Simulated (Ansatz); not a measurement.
Take SnTe in the rock salt structure (space group Fm-3m, No. 225; a = 6.409 Å) as the base.

The values are results of PBE in Ansatz (plane waves to 420 eV, PAW, without spin-orbit coupling), not measurements.

Before the change:

The lattice parameter a comes out as 6.409 Å.

Perturbation: a hydrostatic pressure of 7 GPa.

**Question.** How does this affect the lattice parameter a?

**Answer.** The lattice parameter a drops by 0.270 Å (6.409 Å → 6.139 Å).

Load acts through the strain it causes; cell and atoms are relaxed under it. Stability against distortions was not tested. No other phases were tried under pressure.

Ansatz is a quantum-chemistry and plane-wave program.
